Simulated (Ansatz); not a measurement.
This Ansatz (a quantum-chemistry and plane-wave program) input is the reference run, MgO in the rock salt structure (space group Fm-3m, No. 225), computed with PBE (Ansatz), spin-orbit coupling left out:

Ansatz 0.2 input:
```yaml
crystal:
  lattice:
    - [0, 2.1269326637, 2.1269326637]
    - [2.1269326637, 0, 2.1269326637]
    - [2.1269326637, 2.1269326637, 0]
  atoms:
    - { symbol: Mg, position: [0.5, 0.5, 0.5] }
    - { symbol: O, position: [0, 0, 0] }
basis: { ecutwfc: 420, ecutrho_ratio: 4, xc_grid: 2, fft_grid_basis: typed }
kpoints: { mp_grid: { grid: [13, 13, 13] } }
hamiltonian:
  xc: pbe
  dispersion: none
  pseudopotentials: { kind: paw }
scf: { occupations: { method: fermi_dirac, width: 0.05 }, convergence: { dr2_threshold: 0.0000000002 } }
output: { forces: true, stress: true }
checkpoint: { write: state.ck, write_every: 1000 }
```

**Question.** Write the input for this change: a negative pressure, −1 GPa.

**Answer.** 
Ansatz 0.2 input:
```yaml
crystal:
  lattice:
    - [0, 2.1269326637, 2.1269326637]
    - [2.1269326637, 0, 2.1269326637]
    - [2.1269326637, 2.1269326637, 0]
  atoms:
    - { symbol: Mg, position: [0.5, 0.5, 0.5] }
    - { symbol: O, position: [0, 0, 0] }
basis: { ecutwfc: 420, ecutrho_ratio: 4, xc_grid: 2, fft_grid_basis: typed }
kpoints: { mp_grid: { grid: [13, 13, 13] } }
hamiltonian:
  xc: pbe
  dispersion: none
  pseudopotentials: { kind: paw }
scf: { occupations: { method: fermi_dirac, width: 0.05 } }
relax: { f_tol: 0.01, max_steps: 60, cell: { stress_tol: 0.02, p_target: -1.0 } }
output: { forces: true, stress: true }
checkpoint: { write: state.ck, write_every: 1000 }
```
This is the input that was run.

Load acts through the strain it causes; cell and atoms are relaxed under it. No phonon test of stability was made. The base started in P3_121 and relaxed to Fm-3m at this level.
